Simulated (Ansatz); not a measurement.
Consider Pd in the fcc (Cu type) structure (space group Fm-3m, No. 225; relaxed with 0.1 eV smearing).

```yaml
crystal:
  lattice:
    - [0.00000, 1.92070, 1.92070]
    - [1.92070, 0.00000, 1.92070]
    - [1.92070, 1.92070, 0.00000]
  atoms:
    - { symbol: Pd, position: [0.00000, 0.00000, 0.00000] }
```

Level of theory: plane-wave PAW DFT at the LDA level (Ansatz, a quantum-chemistry and plane-wave program, 420 eV), no spin-orbit coupling.

Before the change:

```
Quantity    Value
--------  -------
Pressure  0.0 GPa
Band gap     zero
```

The change: every lattice vector is shortened by 2.50 %; the atoms relax in the strained cell.

### Question
Estimate the effect on the energy relative to the base.

### Answer
The energy increases by 63 meV/atom.

### Question
Estimate the effect on the pressure.

### Answer
The pressure goes from zero to 21.0 GPa.

### Question
What happens to the band gap?

### Answer
The band gap stays zero.

Stability against distortions was not tested. The final runs are not spin-polarised.
